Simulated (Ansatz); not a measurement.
For CsCl-type YCu (structure not from a measured cell), LDA (plane waves, PAW; Ansatz, a program for electronic structure) gives:

| Item | Result |
|---|---|
| equilibrium lattice constant a | 3.382 Å |
| enthalpy of formation | -0.224 eV/atom |

Q: What does r²SCAN (Ansatz, plane waves, PAW) give for the same quantities?

A: 
- lattice constant a: 3.464 Å (grows by 2.4 %)
- formation enthalpy: -0.242 eV/atom (moves by -0.018 eV/atom)

Changes are worked out from the printed values.

Unless a cell is named, each level is at its own relaxed cell (LDA 19.34, r²SCAN 20.78 Å³/atom).

The crystal itself was run without spin with LDA, r²SCAN; a magnetic state was not tried in these runs.

Caveats: the relaxation could not lower the start's symmetry, so the cell can be a saddle point above a distorted one (LDA, r²SCAN). Ansatz's density-functional and Hartree–Fock values are scalar-relativistic unless marked +SOC, with PAW data made under PBE.
